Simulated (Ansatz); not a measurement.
Start from WSi₂ (space group I4/mmm, No. 139; a = 3.229 Å, c = 7.870 Å; relaxed with 0.1 eV smearing). Axes: x, y, z lie along a, b, c of the conventional cell.

Computed with PBE in Ansatz (plane waves to 420 eV, PAW, spin-orbit coupling left out).

Strains are applied to the cell and any free atomic positions relax; under biaxial strain the out-of-plane vector relaxes too.

One change was made to it. Results:

The pressure (mean of the normal stresses, compression positive) goes from zero to -6.1 GPa; the volume per atom goes up by 0.46 Å³ to 14.13 Å³.

### Question
Name the change that was made.
A. biaxial strain +0.50 %, plane normal [001], relaxed out of plane
B. biaxial strain +1.00 %, plane normal [001], relaxed out of plane
C. biaxial strain +2.00 %, plane normal [001], relaxed out of plane

### Answer
C, biaxial strain +2.00 %, plane normal [001], relaxed out of plane. For comparison, the pressure in the other runs: biaxial strain +1.00 %, plane normal [001], relaxed out of plane gives -3.2 GPa; biaxial strain +0.50 %, plane normal [001], relaxed out of plane gives -1.6 GPa.

No phonon test of stability was made. All final runs are without spin polarisation.

Ansatz is a program for electronic structure.
